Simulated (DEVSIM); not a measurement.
Device: abrupt InP p-n junction, at 250 K.

Layer 1 from the left is InP, thickness (μm) 1.00, Na (cm⁻³) 2.4e14, τn (s) 5e-10, τp (s) 5e-10. Layer 2 from the left is InP, thickness (μm) 250, Nd (cm⁻³) 2.4e15, τn (s) 5e-10, τp (s) 5e-10.

Left contact: ohmic. Right contact: ohmic. Voltage is applied to the left contact. Recombination: SRH at mid-gap, Auger. Mobility is μmin + (μ − μmin)/(1 + (N/Nref)^α).

This is a model device: material constants are rounded textbook-type values typed into the input, and sizes, dopings and lifetimes were drawn at random. Values at 300 K; Nc and Nv go as T^1.5, mobilities as T to minus their exponent, the gap by Varshni's rule with the affinity fixed.

InP: gap (eV) 1.344, affinity (eV) 4.38, permittivity 12.5, Nc (cm⁻³) 5.7e17, Nv (cm⁻³) 1.1e19, μn (cm²/Vs) 5200, μp (cm²/Vs) 170, μn,min 400, μp,min 10, Nref,n 3e17, Nref,p 4.9e17, αn 0.47, αp 0.62, T exponent of μn 2, T exponent of μp 2, Cn (cm⁶/s) 9e-31, Cp (cm⁶/s) 9e-31, Varshni α (eV/K) 0.000363, Varshni β (K) 162.

Simulated with DEVSIM: 1D drift-diffusion, Boltzmann statistics, complete ionisation; no tunnelling, impact ionisation, image-force lowering or self-heating.

Question: What does the simulation give for the dark forward voltage at 1 A/cm², the potential step across the device at zero bias, the largest field in the device at zero bias?

Answer: dark forward voltage at 1 A/cm² 0.871 V; potential step across the device at zero bias 1.022 V; largest field in the device at zero bias 10000 V/cm.
